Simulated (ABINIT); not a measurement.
## A short convergence ladder for Ni3Si (Pm-3m, 4 atoms in the cell)

```
CELL_PARAMETERS angstrom
      3.52755     0.00000     0.00000
      0.00000     3.52755     0.00000
      0.00000     0.00000     3.52755
ATOMIC_POSITIONS crystal
  Si 0.00000 0.00000 0.00000
  Ni 0.00000 0.50000 0.50000
  Ni 0.50000 0.00000 0.50000
  Ni 0.50000 0.50000 0.00000
```

Base method: PBE, norm-conserving pseudopotentials (PseudoDojo nc-sr-05 PBE standard) (plane waves; ABINIT 10.0.3).

Base settings: pseudos = [Si.upf, Ni.upf]; ecut = 49 Ha; occopt = 7; tsmear = 0.1 eV; ngkpt = 4 4 4; nshiftk = 1; shiftk = 0 0 0; potentials = PseudoDojo nc-sr-05 PBE standard; nband = 37; kptopt = 1.

Core times come from one kind of shared machine, to one figure; runs under 30 s give none.

**Zone-centre phonons against the cutoff**

In this ladder: toldfe = default; prtwf = default; prtden = default; istwfk = *1; tolvrs1 = 1e-16; ndtset = 2; prtwf1 = 1; getwfk2 = 1; kptopt2 = 2.

The mesh stays at the base's, so the ladder's end is converged at best in this setting alone.

Frequencies are those of the unrelaxed cell, without the LO-TO term of polar crystals.

Only quantities that move along the ladder and can be compared are tabulated.

```csv
ecut,highest zone-centre frequency (cm⁻¹),lowest optical frequency (cm⁻¹),core time / last (rough)
24 Ha,192.6,187.8,0.3
29 Ha,361.2,208.4,0.5
34 Ha,292.2,180.9,0.8
49 Ha,307.4,191.3,1
```

Coarsest ecut that holds the lowest optical frequency within 5 cm⁻¹: not settled: the last two steps still differ by 10 cm⁻¹, over half the tolerance, so the ladder does not show it.

Coarsest ecut that holds the highest zone-centre frequency within 10 cm⁻¹: not settled: the last two steps still differ by 15 cm⁻¹, over half the tolerance, so the ladder does not show it.

On the base run: the starting cell has typed, rounded lattice constants, without a prior relaxation at this level. Its lattice was rescaled by up to half a per cent. Spin polarisation is off. In the base run, with a pressure of about -4 GPa the cell is away from its equilibrium volume at this level. Without a gap this mesh is coarse (it stands for a supercell whose shortest vector is 14 Å).
